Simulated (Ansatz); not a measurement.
Amorphous Si₂₄O₅₀Ti, 75 atoms at 2.24 g/cm³, one PBE-relaxed geometry, zone centre. Methods: PBE, scalar-relativistic without spin-orbit coupling (Ansatz, a quantum-chemistry and plane-wave program); r2SCAN, scalar-relativistic without spin-orbit coupling (Ansatz); HSE06, scalar-relativistic without spin-orbit coupling (Ansatz). Plane waves to 420 eV (r2SCAN 500 eV); exact exchange is cut at the cell's faces. At PBE the levels at both edges of the gap are localised (band-tail or defect states), and the nearest spread-out levels lie 5.6 eV apart at the zone centre. All rungs ran without spin polarisation.

Preparation: random packing, a CHGNet melt and quench, and a DFT relaxation. O atoms were pushed apart under 1.9 Å during the dynamics, to hinder bonds among them. The hot cell started wider than the set density and was brought back towards it in steps. It is the lowest in DFT energy of 2 quenches. It is a model cell: composition and starting density were chosen by hand, and all elements were melted together. No dispersion term was used. Its density started from a set value of 2.24 and ended at 2.24 g/cm³. Cooling (nominally 400 K/ps over its main leg) ran many orders faster than in experiment, which tends to leave more defects and strain. A cell of this size samples the disorder only roughly. The volume was held where the preparation left it and the shape relaxed, at a PBE pressure of 1.3 GPa. Stress components on the final sampling reach 1.4 GPa.

The relaxation ran on the zone centre alone. At PBE the gap between localised states is 4.11 eV on a 2×2×2 Γ-centred mesh, and the spacing at the zone centre alone 4.13 eV.

Question: What zone-centre spacing does r2SCAN give, roughly?

Answer: 4.54 eV (+0.41 eV against PBE).

Question: What zone-centre spacing does HSE06 give, roughly?

Answer: 5.89 eV (+1.77 eV against PBE).

The highest filled and the lowest empty state spread over these numbers of atoms (participation numbers): PBE: 10.9 and 1.8; r2SCAN: 9.9 and 1.7; HSE06: 9.2 and 1.7.
